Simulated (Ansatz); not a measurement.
Base system: Re in the hcp (Mg type) structure (space group P6_3/mmc, No. 194).

Space group P6₃/mmc (No. 194); a = 2.7751 Å, b = 2.7751 Å, c = 4.4830 Å, α = 90.00°, β = 90.00°, γ = 120.00°

```json
[
 {"atom": "Re", "site": "2c", "symmetry": "-6m2", "x": "0.3333", "y": "0.6667", "z": "0.2500"}
]
```

Level of theory: PBE in Ansatz (plane waves to 420 eV, PAW, no spin-orbit coupling).

One change was made to it. Results:

```csv
quantity,base,after
density,20.68 g/cm³,21.17 g/cm³
band gap,zero,zero
```

**Question.** Which change produced these results?
A) pressure −2 GPa
B) pressure 9 GPa
C) pressure 30 GPa
D) pressure 4.5 GPa

**Answer.** B, pressure 9 GPa. For comparison, the density in the other runs: pressure 4.5 GPa gives 20.93 g/cm³; pressure −2 GPa gives 20.57 g/cm³; pressure 30 GPa gives 22.19 g/cm³.

Load acts through the strain it causes; cell and atoms are relaxed under it. Whether these cells are dynamically stable was not tested. No other phases were tried under pressure. All final runs are without spin polarisation.

Ansatz is a quantum-chemistry and plane-wave program.
